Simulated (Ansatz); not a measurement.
Start from CdSe in the zinc blende structure (space group F-43m, No. 216).

```yaml
crystal:
  lattice:
    - [0.00000, 3.06664, 3.06664]
    - [3.06664, 0.00000, 3.06664]
    - [3.06664, 3.06664, 0.00000]
  atoms:
    - { symbol: Se, position: [0.75000, 0.75000, 0.75000] }
    - { symbol: Cd, position: [0.00000, 0.00000, 0.00000] }
```

Computed with Ansatz (a program for electronic structure) r2SCAN, without spin-orbit coupling.

Now apply this change: S takes the place of Se on all its sites, then cell and atoms are relaxed.

Measured band gap: CdSe 1.77 eV (0 K or low temperature; as listed in arXiv:1206.3780); CdS 2.48 eV (0 K or low temperature; as listed in arXiv:1206.3780).

Measured lattice parameter a: CdSe 6.077 Å (room temperature; as listed in arXiv:1206.3780); CdS 5.832 Å (room temperature; as listed in arXiv:1206.3780).

### Question
How well does r2SCAN reproduce the measured shift?

### Answer
With r2SCAN the band gap moves by +0.50 eV (1.04 → 1.54) against +0.71 eV measured; the lattice parameter a moves by -0.255 Å (6.133 → 5.878) against -0.245 Å measured.

Stability against distortions was not tested.
